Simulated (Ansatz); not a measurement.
Functionals compared on the (110) surface of bixbyite In2O3 in its 1x1 cell (cut with top plane 3 In + 3 O, bottom plane 3 In + 3 O), outermost plane spacing 0.09 Å in the ideal cut, in Ansatz (plane waves, PAW). The structure was relaxed with PBE; the other rows are single points on it, each with its references at the same level. Cutoff 420 eV (500 eV for r2SCAN).

Model: 70-atom slab, In28O42, 11.4 Å thick at the start, 3x3x1 mesh, Fermi-Dirac 0.025 eV, dipole correction, all atoms relaxed; start symmetry kept, larger cells not searched; no spin, no spin-orbit, no U. These notes are the PBE run's.

| functional | surface energy (J/m²) | gap of the slab on its k-mesh (eV) | highest filled level below the top vacuum level (eV) | rough cost of the single point |
|---|---|---|---|---|
| PBE | 1.04 | 0.78 | 5.88 | – |
| LDA | 1.37 | 0.68 | 6.27 | about 11 core-minutes (a rough figure) |
| PBEsol | [?] | [?] | [?] | about 11 core-minutes (a rough figure) |
| RPBE | 0.87 | 0.85 | 5.71 | roughly 12 core-minutes |
| r2SCAN | 1.32 | 1.19 | 6.10 | very roughly 22 core-minutes |

Problem. Fill in the missing entries.

Solution. 
- PBEsol, surface energy (J/m²): 1.20
- PBEsol, gap of the slab on its k-mesh (eV): 0.73
- PBEsol, highest filled level below the top vacuum level (eV): 5.95

Ansatz is a first-principles code.
